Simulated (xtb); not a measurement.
xtb 6.7.1, GFN2-xTB: dimethyl diselenide (C[Se][Se]C), 10 atoms. The geometry is a generated start, not checked to be a minimum at this level.

| Quantity | Result |
|---|---|
| method | GFN2-xTB |
| --acc | 1 (default) |
| --etemp (K) | 300 (default) |
| detailed input (--input) | none: ANC optimiser, Lindh (1995) Hessian, microcycle=20, maxdispl=1.0, hlow=0.01 (default) |
| basis functions | 34 |
| valence electrons | 26 |

```xyz
10

C      2.0189    -0.3281    -0.2599
Se     1.0394     1.3171     0.2203
Se    -0.8985     1.0274    -0.9661
C     -2.0356     0.0855     0.3453
H      3.0797    -0.1135    -0.1817
H      1.7656    -0.6022    -1.2770
H      1.7499    -1.1285     0.4246
H     -2.8166    -0.4158    -0.2216
H     -2.4692     0.8036     1.0400
H     -1.4337    -0.6455     0.8761
```

The structure is relaxed from this start with --opt LEVEL for the levels crude, sloppy, loose, lax, normal, tight, vtight, extreme, once each. Up to the end of the extreme run atoms move by at most 0.42 Å along an axis.

Question: Choose the cheapest level whose final energy lies within 1 meV of that of extreme.

Answer: lax: 18 cycles against 33, ending 0.15 meV above.

```
level    cycles  energy above the extreme run (meV)  gradient norm (eV/Å)
-------  ------  ----------------------------------  --------------------
crude         1                                  20                  0.20
sloppy        1                                  20                  0.20
loose         1                                  20                  0.20
lax          18                                0.15                 0.015
normal       19                                0.13                 0.019
tight        19                                0.13                 0.019
vtight       31                          under 0.01                0.0021
extreme      33                                   —               0.00067
```
